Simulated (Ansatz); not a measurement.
## A computed series for CdSe: response to strain

Take CdSe in the wurtzite structure (space group P6_3mc, No. 186; a = 4.3019 Å, c = 7.0210 Å) as the base.

Strains are applied to the cell and any free atomic positions relax.

The values are results of PBEsol/PAW in Ansatz (a program for electronic structure), no SOC, not measurements.

Notes on the quantities. energy relative to the base: free energy F.

```json
[
 {"isotropic strain (%)": "0", "energy relative to the base (meV/atom)": "0.0"},
 {"isotropic strain (%)": "0.6", "energy relative to the base (meV/atom)": "1.4"},
 {"isotropic strain (%)": "1.2", "energy relative to the base (meV/atom)": "?"},
 {"isotropic strain (%)": "1.8", "energy relative to the base (meV/atom)": "12.4"},
 {"isotropic strain (%)": "2.4", "energy relative to the base (meV/atom)": "21.6"},
 {"isotropic strain (%)": "3", "energy relative to the base (meV/atom)": "33.0"}
]
```

Fit ΔE = Aε² + Bε³ (ε in %) to the rows shown and predict the withheld row.

Least squares on the printed values gives A = 4.07 and B = -0.13 meV/atom (largest residual 0.0 meV/atom); this predicts 5.6 meV/atom, and the run gives 5.6 meV/atom, in agreement.

Stability against distortions was not tested.
